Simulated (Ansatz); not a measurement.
An Ansatz (a program for electronic structure) input (PBEsol in Ansatz (plane waves to 420 eV, PAW, without spin-orbit coupling)):

Ansatz 0.2 input:
```yaml
crystal:
  lattice:
    - [0, 2.651539134, 2.651539134]
    - [2.651539134, 0, 2.651539134]
    - [2.651539134, 2.651539134, 0]
  atoms:
    - { symbol: Zn, position: [0, 0, 0] }
    - { symbol: S, position: [0.25, 0.25, 0.25] }
basis: { ecutwfc: 420, ecutrho_ratio: 4, xc_grid: 2, fft_grid_basis: typed }
kpoints: { mp_grid: { grid: [11, 11, 11] } }
hamiltonian:
  xc: pbesol
  dispersion: none
  pseudopotentials: { kind: paw }
scf: { occupations: { method: fermi_dirac, width: 0.05 }, convergence: { dr2_threshold: 0.0000000002 } }
relax: { f_tol: 0.005, max_steps: 50 }
output: { forces: true, stress: true }
checkpoint: { write: state.ck, write_every: 1000 }
```

Which symmetry and how many k-points will the program report, and about how many plane waves at Γ?

Space group F-43m (ITA 216) with 24 operations, k-points 56 of 1331, and 725 plane waves at Γ.

And the final pressure?

2.54 GPa (compression positive).

The cells carry an imposed strain or load. Stability against distortions was not tested. The cell was made from ZnS in the zinc blende structure (space group F-43m, No. 216) by this change: isotropic strain −1.00 %.
